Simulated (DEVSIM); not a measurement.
System: Si n-i-p diode, at 350 K.

```csv
layer (left to right),material,thickness (μm),Nd (cm⁻³),Na (cm⁻³),τn (s),τp (s)
1,Si,1.80,3.4e17,-,0.00032,0.00032
2,Si,0.650,-,1.2e13,0.00032,0.00032
3,Si,0.310,-,1e17,0.00032,0.00032
```

Left contact: ohmic. Right contact: ohmic. Voltage is applied to the left contact. Recombination: SRH at mid-gap, radiative. Gap narrowing is on: ΔEg = 6.92 meV × (l + √(l² + 0.5)), l = ln(N/1.3e17 cm⁻³), shared equally by both band edges. Mobility is constant in doping.

Constants are typed, rounded textbook-type inputs, not results; the design itself was drawn at random and stands for no fabricated device. Values at 300 K; Nc and Nv go as T^1.5, mobilities as T to minus their exponent, the gap by Varshni's rule with the affinity fixed.

```tsv
parameter	Si
gap (eV)	1.124
affinity (eV)	4.05
permittivity	11.7
Nc (cm⁻³)	2.86e19
Nv (cm⁻³)	3.1e19
μn (cm²/Vs)	1417
μp (cm²/Vs)	470
T exponent of μn	2.3
T exponent of μp	2.2
B (cm³/s)	4.7e-15
Varshni α (eV/K)	0.000473
Varshni β (K)	636
```

DEVSIM, 1D drift-diffusion, Boltzmann statistics, complete ionisation; no tunnelling, impact ionisation, image-force lowering or self-heating.

The temperature was swept, all else fixed.

```csv
temperature (K),dark forward voltage at 1 A/cm² (V),dark forward voltage at 100 A/cm² (V),potential step across the device at zero bias (V)
250,0.681,0.784,0.920
300,0.571,0.694,0.852
350,0.458,0.602,0.781
400,0.344,0.508,0.707
450,0.227,0.413,0.631
500,0.113,0.316,0.552
```

From the first row to the last the dark forward voltage at 1 A/cm² goes from 0.681 to 0.113. From the first row to the last the dark forward voltage at 100 A/cm² goes from 0.784 to 0.316.
